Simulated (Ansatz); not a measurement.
The reference is Al in the fcc (Cu type) structure (space group Fm-3m, No. 225; a = 4.015 Å; relaxed with 0.1 eV smearing). Axes: x, y, z lie along the cube axes.

All numbers come from Ansatz (a first-principles code) PBEsol, scalar-relativistic without spin-orbit coupling.

Strains are applied to the cell and any free atomic positions relax.

One change was made to it. Results:

| quantity | base | after |
|---|---|---|
| pressure (mean of the normal stresses, compression positive) | 0.0 GPa | 1.8 GPa |
| energy relative to the base (free energy F) | 0 meV/atom | +2.4 meV/atom |

Question: Name the change that was made.
A. uniaxial strain ε_zz = +0.50 %
B. uniaxial strain ε_zz = +1.50 %
C. uniaxial strain ε_zz = −0.50 %
D. uniaxial strain ε_zz = −2.00 %

Answer: D, uniaxial strain ε_zz = −2.00 %. For comparison, the pressure in the other runs: uniaxial strain ε_zz = −0.50 % gives 0.4 GPa; uniaxial strain ε_zz = +0.50 % gives -0.4 GPa; uniaxial strain ε_zz = +1.50 % gives -1.2 GPa.

Whether these cells are dynamically stable was not tested.
